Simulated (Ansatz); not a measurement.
A hypothetical phase is included: elements placed on a structure type, which no database files for this compound.

By PBEsol, the system below comes out a metal.

Data:

```
CELL_PARAMETERS angstrom
      3.91129     0.00000     0.00000
      0.00000     3.91129     0.00000
      1.95565    -1.95565     2.76570
ATOMIC_POSITIONS crystal
  Ir 0.25000 0.25000 0.50000
  Ir 0.50000 0.50000 0.00000
```

The cell was relaxed by PBE-D3(BJ); by PBEsol it stands under a pressure of -2.8 GPa.

The current flows along the normal of the first two printed cell vectors, the (001) plane of the conventional cell. No spin-orbit coupling; the value is a mean over 0.1 eV about the Fermi level.

Question: Predict the ballistic conductance per area from PBEsol (Ansatz, a first-principles code).

Answer: 0.99 × 10¹⁵ S/m² for both spins.
